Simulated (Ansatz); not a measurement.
Consider a 16-atom cell of (Ru,Re) started in the hexagonal close-packed structure, site fractions Ru 0.250, Re 0.750, short-range order -0.06 among the nearest mixed sites of the first mixed sublattice (0 is random, a negative value favours unlike neighbours), space group P1 at the end. Its start:

```
CELL_PARAMETERS angstrom
     -0.00085    -4.79958    -4.45515
      0.00028     4.79904    -4.45458
      5.54137     0.00092     4.45522
ATOMIC_POSITIONS crystal
  Re 0.58281 0.41898 0.25058
  Re 0.20891 0.54082 0.00006
  Re 0.70905 0.04112 0.00024
  Re 0.33397 0.16790 0.75050
  Ru 0.45903 0.79253 0.50053
  Re 0.95928 0.29194 0.50033
  Re 0.08198 0.91622 0.24974
  Re 0.83158 0.66607 0.74975
  Ru 0.54115 0.20837 0.49990
  Re 0.16777 0.33332 0.25145
  Re 0.66685 0.83325 0.24900
  Ru 0.29103 0.95876 0.99974
  Re 0.41652 0.58217 0.74865
  Ru 0.91791 0.08217 0.75059
  Re 0.04067 0.70880 0.49984
  Re 0.79150 0.45758 0.99910
```

The mixing enthalpy is taken against the end members in the hexagonal close-packed type, relaxed in the same cell and mesh.

Level of theory: PBE (plane waves to 420 eV, PAW; Ansatz, a quantum-chemistry and plane-wave program). No spin–orbit coupling; the runs are not spin-polarised. Its k-point mesh 6×6×6, Fermi–Dirac width 0.05 eV.

```csv
end member,weight,volume per atom (Å³)
Ru,0.250,13.77
Re,0.750,14.95
```

Question: Predict the alloy's volume, bond lengths and mixing enthalpy.

Answer: The volume per atom is 14.64 Å³ and the Re–Re bonds (within 1.22 times the sum of covalent radii) is 2.751 Å on average, from 2.684 to 2.794 (53). The Re–Ru bonds (within 1.22 times the sum of covalent radii) comes out as 2.739 Å on average, from 2.699 to 2.781 (38) and the Ru–Ru bonds (within 1.22 times the sum of covalent radii) is 2.743 Å on average, from 2.709 to 2.774 (5). The mixing enthalpy per site of the mixed sublattice is -45 meV and the departure of the mean lattice parameter from Vegard's line is under 0.15 %, inside the noise of the relaxations.
